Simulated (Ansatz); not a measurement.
PbZrO₃ (Pm-3m, No. 221, 5 atoms in the cell; start mp-1068577; cubic high-temperature phase) was calculated with r²SCAN+rVV10 (Ansatz, a first-principles code, plane waves, PAW).

Numerical settings: plane-wave cutoff 500 eV, 10×10×10 k mesh, Fermi–Dirac smearing 0.05 eV, scalar-relativistic PAW data made under PBE.

Cell (relaxed at this level):

```cif
data_O3PbZr
_chemical_formula_sum 'Zr1 Pb1 O3'
_space_group_name_H-M_alt 'P 1'
_space_group_IT_number 1
_cell_length_a 4.14833
_cell_length_b 4.14833
_cell_length_c 4.14833
_cell_angle_alpha 90.000
_cell_angle_beta 90.000
_cell_angle_gamma 90.000
loop_
_space_group_symop_operation_xyz
  'x, y, z'
loop_
_atom_site_label
_atom_site_type_symbol
_atom_site_fract_x
_atom_site_fract_y
_atom_site_fract_z
_atom_site_occupancy
Zr1 Zr 0.00000 0.00000 0.00000 1
Pb1 Pb 0.50000 0.50000 0.50000 1
O1 O 0.50000 0.00000 0.00000 1
O2 O 0.00000 0.50000 0.00000 1
O3 O 0.00000 0.00000 0.50000 1
```

**Question.** What does this level give for the band gap?

**Answer.** 
* **band gap**: 2.84 eV (on the SCF k mesh)

Note: the relaxation could not lower the start's symmetry, so the cell can be a saddle point above a distorted one.

Spin–orbit coupling is not included; with these elements it can move the gap by several tenths of an eV or more.

Computed values are for the static lattice.

A start named mp-… is a Materials Project structure, which need not be a measured phase.
